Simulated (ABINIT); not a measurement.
## Worked example: self-consistent single point of RbMg₆Zr (Amm2, 8 atoms in the cell) in ABINIT

Method of the run: PBEsol, PAW (JTH v2.0 PBE PAW, files made for PBE) (plane waves; ABINIT 10.0.3).

Input as run:

```
# RbMg6Zr, JTH v2.0 PBE PAW
pp_dirpath "./"
pseudos "Rb.GGA_PBE-JTH.xml, Mg.GGA_PBE-JTH.xml, Zr.GGA_PBE-JTH.xml"
acell 3*1.0 Angstrom
rprim
         5.2500800000    0.0000000000    0.0000000000
         0.0000000000    3.4219100000    5.8281000000
         0.0000000000   -3.4219100000    5.8281000000
natom 8
ntypat 3
znucl 37 12 40
typat 1 2 2 2 2 2 2 3
xred
         0.5000000000    0.5857800000    0.5857800000
         0.0000000000    0.9387700000    0.4014900000
         0.0000000000    0.4014900000    0.9387700000
         0.0000000000    0.4009400000    0.4009400000
         0.5000000000    0.6053000000    0.0764800000
         0.5000000000    0.0764800000    0.6053000000
         0.5000000000    0.0752800000    0.0752800000
         0.0000000000    0.9159400000    0.9159400000
ecut 20
pawecutdg 40
pawxcdev 0
ixc -116133
occopt 3
tsmear 0.00367493
nband 52
kptopt 1
ngkpt 4 3 3
nshiftk 1
shiftk 0 0 0
nstep 80
tolvrs 1.0e-12
prtwf 0
prtden 0
prtvol 1
enunit 1
```

The program printed (abridged):

```
 Symmetries : space group Am m 2 (# 38); Bravais oC (1-face-center ortho.)

 -outvars: echo values of preprocessed input variables --------
            acell      1.8897261329E+00  1.8897261329E+00  1.8897261329E+00 Bohr
             ecut      2.00000000E+01 Hartree
           enunit           1
              ixc     -116133
         kptrlatt        4    0    0      0    3    0      0    0    3
          kptrlen      3.83146789E+01
            natom           8
            nband          52
            ngfft          40      54      54
          ngfftdg          60      75      75
             nkpt          12
            nstep          80
             nsym           4
           ntypat           3
           occopt           3
        pawecutdg      4.00000000E+01 Hartree
         pawxcdev           0
            rprim      5.2500800000E+00  0.0000000000E+00  0.0000000000E+00
                       0.0000000000E+00  3.4219100000E+00  5.8281000000E+00
                       0.0000000000E+00 -3.4219100000E+00  5.8281000000E+00
          spgroup          38
           tolvrs      1.00000000E-12
           tsmear      3.67493000E-03 Hartree
            typat      1  2  2  2  2  2  2  3
           useylm           1
             xred      5.0000000000E-01  5.8578000000E-01  5.8578000000E-01
                       0.0000000000E+00  9.3877000000E-01  4.0149000000E-01
                       0.0000000000E+00  4.0149000000E-01  9.3877000000E-01
                       0.0000000000E+00  4.0094000000E-01  4.0094000000E-01
                       5.0000000000E-01  6.0530000000E-01  7.6480000000E-02
                       5.0000000000E-01  7.6480000000E-02  6.0530000000E-01
                       5.0000000000E-01  7.5280000000E-02  7.5280000000E-02
                       0.0000000000E+00  9.1594000000E-01  9.1594000000E-01
            znucl       37.00000   12.00000   40.00000

== DATASET  1 ==================================================================

 Real(R)+Recip(G) space primitive vectors, cartesian coordinates (Bohr,Bohr^-1):
 R(1)=  9.9212134  0.0000000  0.0000000  G(1)=  0.1007941  0.0000000  0.0000000
 R(2)=  0.0000000  6.4664728 11.0135129  G(2)=  0.0000000  0.0773219  0.0453988
 R(3)=  0.0000000 -6.4664728 11.0135129  G(3)=  0.0000000 -0.0773219  0.0453988
 Unit cell volume ucvol=  1.4131495E+03 bohr^3
 Angles (23,13,12)=  6.08377896E+01  9.00000000E+01  9.00000000E+01 degrees

 Coarse grid specifications (used for wave-functions):

 getcut: wavevector=  0.0000  0.0000  0.0000  ngfft=  40  54  54
         ecut(hartree)=     20.000   => boxcut(ratio)=   2.00270

 Fine grid specifications (used for densities):

 getcut: wavevector=  0.0000  0.0000  0.0000  ngfft=  60  75  75
         ecut(hartree)=     40.000   => boxcut(ratio)=   2.03513

   1.09238230E+04                                ecore*ucvol(ha*bohr**3)

_setup2: Arith. and geom. avg. npw (full set) are    6038.306    6038.276

--- !BeginCycle
solver: {iscf: 17, nstep: 80, nline: 4, wfoptalg: 10, }
tolerances: {tolvrs: 1.00E-12, }
...

     iter   Etot(hartree)      deltaE(h)  residm     nres2
 ETOT  1  -449.12509439740    -4.491E+02 2.555E+00 1.389E+01
 ETOT  2  -452.46214082625    -3.337E+00 1.208E-02 8.702E+00
 ETOT  3  -452.43925915027     2.288E-02 7.049E-03 1.940E+00
 ETOT  4  -452.43783275763     1.426E-03 4.291E-03 1.210E+00
 ETOT  5  -452.43458217888     3.251E-03 8.137E-04 4.701E-02
 ETOT  6  -452.43447424410     1.079E-04 3.521E-04 3.080E-03
   [... 6 lines left out ...]
 ETOT 13  -452.43446800249    -3.956E-11 2.761E-05 3.218E-09
 ETOT 14  -452.43446800249     5.684E-14 3.555E-05 5.993E-10
 ETOT 15  -452.43446800248     1.648E-12 1.749E-05 1.270E-11
 ETOT 16  -452.43446800249    -3.013E-12 2.245E-05 5.042E-12
 ETOT 17  -452.43446800249     8.527E-13 1.079E-05 4.986E-13

 At SCF step   17       nres2   =  4.99E-13 < tolvrs=  1.00E-12 =>converged.

 Cartesian components of stress tensor (hartree/bohr^3)
  sigma(1 1)=  3.18892844E-05  sigma(3 2)=  0.00000000E+00
  sigma(2 2)=  4.75881179E-05  sigma(3 1)=  0.00000000E+00
  sigma(3 3)=  4.13821192E-05  sigma(2 1)=  0.00000000E+00

 ----iterations are completed or convergence reached----

 reduced coordinates (array xred) for    8 atoms
       0.500000000000      0.585780000000      0.585780000000
       0.000000000000      0.938770000000      0.401490000000
       0.000000000000      0.401490000000      0.938770000000
       0.000000000000      0.400940000000      0.400940000000
       0.500000000000      0.605300000000      0.076480000000
       0.500000000000      0.076480000000      0.605300000000
       0.500000000000      0.075280000000      0.075280000000
       0.000000000000      0.915940000000      0.915940000000
 cartesian forces (eV/Angstrom) at end:
    1     -0.00000000000000    -0.00000000000000    -0.02469397228652
    2     -0.00000000000000     0.00586340461368     0.00424461964050
    3     -0.00000000000000    -0.00586340461368     0.00424461964050
    4     -0.00000000000000    -0.00000000000000     0.08169228981618
    5     -0.00000000000000     0.04832356890456    -0.01336512928717
    6     -0.00000000000000    -0.04832356890456    -0.01336512928717
    7     -0.00000000000000    -0.00000000000000    -0.04049539306196
    8     -0.00000000000000    -0.00000000000000     0.00173809482564
 frms,max,avg= 2.4202876E-02 8.1692290E-02   0.000E+00  0.000E+00  3.739E-03 e/A
 length scales=  1.889726132886  1.889726132886  1.889726132886 bohr
              =  1.000000000000  1.000000000000  1.000000000000 angstroms
 Fermi (or HOMO) energy (eV) =   3.99947   Average Vxc (eV)=  -8.57508
 Eigenvalues (   eV  ) for nkpt=  12  k points:
 kpt#   1, nband= 52, wtk=  0.02778, kpt=  0.0000  0.0000  0.0000 (reduced coord)
 -71.49394  -71.46004  -71.45944  -71.45834  -71.45785  -71.44195  -45.09978  -38.46681
 -38.45964  -38.44401  -38.44144  -38.43226  -38.42929  -38.42794  -38.42576  -38.42278
 -38.40176  -38.39235  -38.38377  -38.38130  -38.36438  -38.36386  -38.35030  -38.34716
 -38.34678  -23.52969  -23.18624  -23.07864  -23.07386   -7.86788   -7.86635   -7.78217
  -1.88069    1.51472    1.76447    1.80604    2.67082    2.89633    3.04523    3.54665
   4.12630    4.15334    4.50103    5.66901    5.71410    5.79061    6.15233    6.22628
   7.38923    7.49641    7.71039    8.65574
 prteigrs : prtvol=0 or 1, do not print more k-points.

--- !EnergyTerms
comment             : Components of total free energy in Hartree
kinetic             :  4.13711245128201E+01
hartree             :  1.08571572845481E+02
xc                  : -2.00508326881836E+01
Ewald energy        : -2.10392117262985E+02
psp_core            :  7.73012566388612E+00
local_psp           : -3.32631895382133E+02
spherical_terms     : -4.70250418108799E+01
internal            : -4.52427064121994E+02
'-kT*entropy'       : -7.40481062197540E-03
total_energy        : -4.52434468932616E+02
total_energy_eV     : -1.23113680056207E+04
...

-Cartesian components of stress tensor (GPa)         [Pressure= -1.1853E+00 GPa]
- sigma(1 1)=  9.38214980E-01  sigma(3 2)=  0.00000000E+00
- sigma(2 2)=  1.40009053E+00  sigma(3 1)=  0.00000000E+00
- sigma(3 3)=  1.21750378E+00  sigma(2 1)=  0.00000000E+00

 Calculation completed.
```

The run converged in 17 iterations.

The starting cell comes from a database of computed structures (which also holds hypothetical and non-ambient phases and stackings), without a prior relaxation at this level. The potentials were made for another functional than the one used.

Cost on one core of a shared machine: roughly 7 min.
